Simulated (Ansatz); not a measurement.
Abridged Ansatz (a first-principles code) output:

```
Relaxation: its limit of steps is 50 (relax.max_steps)
Pseudopotential: Y, paw, valence charge 11
Crystal: 2 atoms, lattice volume = 65.632 Å³
Basis set: ecut = 420 eV, 1255 PW (Γ), exchange–correlation on 50×50×80 points (8 copies of the dense FFT grid, shifted against one another)
Bands: 15, of which v1, the nominal top of the filled ones, is band 11 counted from 1 (10 counted from 0)
Symmetry: 24 space group operations
k-points: 222 of 3564
Functional: x = pbesol(κ = 0.804, μ = 0.12345679012345678), c = pbesol(β = 0.046)
SCF iter   1: F=—  HF=-7590.188998 eV  |F-HF|=—  |Δ(HF+E_count)|=         —  Δρ=2.18e-3  dr2=2.10e-3  ethr=1.77e-3  ⟨swp⟩=4.3  Hψ=14539  notcnv=0
SCF iter   2: F=—  HF=-7590.188720 eV  |F-HF|=—  |Δ(HF+E_count)|=   2.78e-4  Δρ=1.18e-3  dr2=6.11e-4  ethr=9.56e-6  ⟨swp⟩=2.1  Hψ=7172  notcnv=0
SCF 1 converged in 8 iterations: F = -7590.188699 eV  dr2 = 9.81e-12
relax step   1: F+E_penalty+E_count = -7590.18869877 eV  Δ(F+E_penalty+E_count) = +0.000e0 eV  max|allowed force component| = 4.626e-17 eV/Å  Δτ_max = 0.0000 Å  (8 SCF iters, accepted)
SCF converged after 8 iterations
Free energy (F): -7590.188699 eV
Internal energy: -7590.067165 eV  (E = F + TS)
E sigma→0 (E₀):  -7590.127932 eV
Entropy (-TS):   -0.121533 eV (-60.767 meV/atom)
Fermi energy:    9.224384 eV
--- Forces (eV/Å), atoms counted from 1 ---
  atom   1  Y      0.00000000     0.00000000     0.00000000
  atom   2  Y     -0.00000000    -0.00000000     0.00000000
--- Stress (GPa, compression-positive) ---
       -1.754105      -0.000000       0.000000
       -0.000000      -1.754105       0.000000
        0.000000       0.000000      -1.790613
  P = ⅓ Tr σ = -1.7663 GPa (-17.663 kbar)
--- Relaxed structure (1 steps of the walk, 1 accepted, 0 SCFs on fresh bases) ---
  atoms:
    - { symbol: Y, position: [0.6666666666666667, 0.3333333333333333, 0.75] }
    - { symbol: Y, position: [0.3333333333333333, 0.6666666666666666, 0.25] }
```

What was computed, and what are the main results?

Y, 2 atoms in the cell, with PBEsol (Ansatz), no SOC. The last SCF converged to F = -7590.188699 eV, or -3795.0943 eV per atom, at a pressure of -1.77 GPa. The total energy compares only with runs of the same code, potentials and settings.

The cells carry an imposed strain or load. No phonon test of stability was made. All final runs are without spin polarisation. The cell was made from Y in the hcp (Mg type) structure (space group P6_3/mmc, No. 194) by this change: isotropic strain +1.50 %.

Keys are those of Ansatz 0.2.
